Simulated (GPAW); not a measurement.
Troubleshooting GPAW: a failed run on Li2Al (Fd-3m, 12 atoms in the cell). The aim is a self-consistent single point with DFT PBEsol, plane waves, GPAW PAW datasets PBEsol (made by gpaw-setup).

This input was run:

```python
from ase import Atoms
from ase.units import GPa
from gpaw import GPAW, PW

atoms = Atoms(['Li', 'Li', 'Li', 'Li', 'Li', 'Li', 'Li', 'Li', 'Al', 'Al', 'Al', 'Al'],
              cell=[[0.000000, 4.819425, 4.819425],
                    [4.819425, 0.000000, 4.819425],
                    [4.819425, 4.819425, 0.000000]],
              scaled_positions=[[0.396550, 0.396550, 0.396550],
                                [0.439650, 0.853450, 0.853450],
                                [0.396550, 0.396550, 0.810350],
                                [0.853450, 0.439650, 0.853450],
                                [0.810350, 0.396550, 0.396550],
                                [0.853450, 0.853450, 0.853450],
                                [0.396550, 0.810350, 0.396550],
                                [0.853450, 0.853450, 0.439650],
                                [0.125000, 0.125000, 0.125000],
                                [0.625000, 0.125000, 0.125000],
                                [0.125000, 0.125000, 0.625000],
                                [0.125000, 0.625000, 0.125000]])

calc = GPAW(mode=PW(600),
            xc='PBEsol',
            kpts={'size': (8, 8, 8), 'gamma': True},
            occupations={'name': 'methfessel-paxton', 'width': 0.1, 'order': 0},
            nbands=-18,
            symmetry={'symmorphic': False, 'tolerance': 0.0005},
            maxiter=150)

atoms.calc = calc

energy = atoms.get_potential_energy()
print('Energy (eV):', round(energy, 6))
forces = atoms.get_forces()
print('Forces (eV/Ang):')
print(forces.round(5))
stress = atoms.get_stress()
print('Stress (GPa, Voigt):', (stress / GPa).round(4))
```

The program printed (abridged):

```
Input parameters:
  kpts: {gamma: True,
         size: (8, 8, 8)}
  maxiter: 150
  mode: {ecut: 600.0,
         name: pw}
  nbands: -18
  occupations: {name: methfessel-paxton,
                order: 0,
                width: 0.1}
  symmetry: {symmorphic: False,
             tolerance: 0.0005}
  xc: PBEsol

species:
  Li:
    name: Lithium
    Z: 3.0
    valence: 1
    core: 2
    charge: 0.0
    file: Li.PBEsol.gz

    # Using partial waves for Li as LCAO basis

  Al:
    name: Aluminium
    Z: 13.0
    valence: 3
    core: 10
    charge: 0.0
    file: Al.PBEsol.gz

    # Using partial waves for Al as LCAO basis

Reference energy: -27968.797893  # eV

Spin-paired calculation

Convergence criteria:
 Maximum [total energy] change in last 3 cyles: 0.0005 eV / valence electron
 Maximum integral of absolute [dens]ity change: 0.0001 electrons / valence electron
 Maximum integral of absolute [eigenst]ate change: 4e-08 eV^2 / valence electron
 Maximum number of scf [iter]ations: 150

Traceback (most recent call last):
   [... frames left out ...]
ValueError: K-points can only be used with PBCs!
```

**Question.** From the messages shown, name the fault and mend the input.

**Answer.** The fault is periodic boundary conditions left out; here the program stops on it instead of giving results. To fix it, switch periodicity on. The program stopped before any SCF iteration.

The sound input it was made from differs as follows (other fixes are possible):
```diff
-                                [0.125000, 0.625000, 0.125000]])
+                                [0.125000, 0.625000, 0.125000]],
+              pbc=True)
```

With that input, the run converged in 15 iterations: free energy E − TS (from the program's reference atoms) -29.9025 eV; Fermi level (on the code's own zero) 2.18 eV; pressure -0.32 GPa; largest force (vector length) 0.138 eV/Å (DFT PBEsol, plane waves, GPAW PAW datasets PBEsol (made by gpaw-setup)).

On the sound input: the starting cell comes from a database of computed structures (which also holds hypothetical and non-ambient phases and stackings), without a prior relaxation at this level.
